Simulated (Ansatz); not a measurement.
ZnO: biaxial strain +0.60 %, plane normal [001], relaxed out of plane

Consider ZnO in the wurtzite structure (space group P6_3mc, No. 186; a = 3.279 Å, c = 5.294 Å). Axes: x lies along a and z along c of the hexagonal cell.

It is then changed as follows: biaxial strain +0.60 %, plane normal [001], relaxed out of plane (Cartesian); in-plane vectors clamped, the third vector and the atoms free.

Method: Kohn–Sham DFT with the PBE functional, run in Ansatz (a program for electronic structure) with PAW and 420 eV plane waves, no spin-orbit coupling. Γ-centred 12×12×6 mesh, Fermi–Dirac width 0.05 eV.

The volume per atom rises by 0.08 Å³ (12.33 Å³ → 12.41 Å³) and the shortest interatomic distance grows by 0.005 Å, from 1.999 Å to 2.004 Å. The pressure (mean of the normal stresses, compression positive) goes from zero to -0.83 GPa and the band gap is nearly the same (0.74 eV against 0.75 eV). The gap character stays direct at Γ and the width of the top valence band falls by 0.04 eV to 1.67 eV. The electron mass is still 0.14 mₑ (at Γ) and the valence-band top at Γ (three highest levels, from the VBM) becomes 0.00, 0.00, -0.07 eV (base: 0.00, 0.00, -0.08 eV). The out-of-plane strain comes out as -0.55 % and the mean in-plane stress (compression positive) amounts to -1.2 GPa.

Cost of the whole job for the changed cell (relaxation, final SCF and bands): very roughly 50 core-seconds.

Masses are band curvatures over ±0.01 Å⁻¹ around the edge. Whether these cells are dynamically stable was not tested.
